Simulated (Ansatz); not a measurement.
Pt on the 1x1 (110) surface of 3C silicon carbide (cut with top plane C + Si), one in a 2x2 cell, energies for each (54.3 Å²). Energies are against an atom of fcc Pt, without zero-point or thermal terms; each row is named by its start.

Host crystal: 3C silicon carbide, with a band gap (PBE, scalar-relativistic without spin-orbit coupling).

All values below come from PBE (plane waves to 420 eV, PAW; Ansatz, a first-principles code).

Model: 49-atom slab, 7.7 Å thick at the start under the adsorbate (thin: gaps and levels are the slab's own), 3x3x1 mesh, Fermi-Dirac 0.01 eV, dipole correction, 24 atoms held, the rest relaxed; each run with such symmetry as its start has; spin-polarised, no spin-orbit, no U, no dispersion correction.

A negative adsorption energy means that the adsorbate is more stable on the surface than in its reference. Starts that drift may end in the same place. Heights count from the host atoms within 0.3 Å of the top one. Moments of ungapped slabs depend on the mesh.

```json
[
 {"starting site": "top C", "E_ads (eV)": "0.81", "height (Å)": "1.77", "nearest host atom (Å)": "C 2.03", "bonded to": "C + 2 Si", "change of the vacuum step (eV)": "-0.79", "lateral drift (Å)": "0.9", "moment (μB)": "0.0"},
 {"starting site": "top Si", "E_ads (eV)": "1.11", "height (Å)": "1.31", "nearest host atom (Å)": "C 2.28", "bonded to": "2 C + 2 Si", "change of the vacuum step (eV)": "-0.58", "lateral drift (Å)": "2.2", "moment (μB)": "0.4"},
 {"starting site": "over Si at depth 1.5 Å", "E_ads (eV)": "-0.02", "height (Å)": "1.14", "nearest host atom (Å)": "C 2.09", "bonded to": "C + 3 Si", "change of the vacuum step (eV)": "-0.42", "lateral drift (Å)": "0.8", "moment (μB)": "0.0"},
 {"starting site": "over C at depth 1.5 Å", "E_ads (eV)": "1.11", "height (Å)": "1.31", "nearest host atom (Å)": "C 2.28", "bonded to": "2 C + 2 Si", "change of the vacuum step (eV)": "-0.58", "lateral drift (Å)": "0.9", "moment (μB)": "0.4"},
 {"starting site": "hollow beside Si", "E_ads (eV)": "1.11", "height (Å)": "1.31", "nearest host atom (Å)": "C 2.28", "bonded to": "2 C + 2 Si", "change of the vacuum step (eV)": "-0.58", "lateral drift (Å)": "1.3", "moment (μB)": "0.4"},
 {"starting site": "hollow C-C-Si-Si", "E_ads (eV)": "1.11", "height (Å)": "1.31", "nearest host atom (Å)": "C 2.28", "bonded to": "2 C + 2 Si", "change of the vacuum step (eV)": "-0.58", "lateral drift (Å)": "0.1", "moment (μB)": "0.4"},
 {"starting site": "bridge C-Si (span 3.9 Å)", "E_ads (eV)": "-0.02", "height (Å)": "1.14", "nearest host atom (Å)": "C 2.09", "bonded to": "C + 3 Si", "change of the vacuum step (eV)": "-0.42", "lateral drift (Å)": "0.8", "moment (μB)": "0.0"}
]
```
